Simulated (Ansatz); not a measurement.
Base system: LuN in the zinc blende structure (space group F-43m, No. 216; a = 5.072 Å; a hypothetical phase, not in the database extracts checked).

Calculations: PBEsol (Ansatz, a program for electronic structure, PAW, no spin-orbit coupling).

Base values:

```
Item                                Value
-----------------------------  ----------
Shortest interatomic distance     2.196 Å
Density                        9.62 g/cm³
Smallest direct gap               2.18 eV
Width of the top valence band     1.50 eV
```

Perturbation: F takes the place of N on all its sites, then cell and atoms are relaxed.

What does the calculation give for the shortest interatomic distance after the change?

The shortest interatomic distance goes up by 0.112 Å (2.196 Å → 2.308 Å).

Estimate the effect on the density.

The density shrinks by 1.11 g/cm³, from 9.62 g/cm³ to 8.51 g/cm³.

Predict the new smallest direct gap.

The smallest direct gap decreases by 1.81 eV, from 2.18 eV to 0.37 eV.

What happens to the width of the top valence band?

The width of the top valence band rises by 1.764 eV (1.50 eV → 3.27 eV).

No phonon test of stability was made. As relaxed here, LuF is a hypothetical phase, not in the database extracts checked.
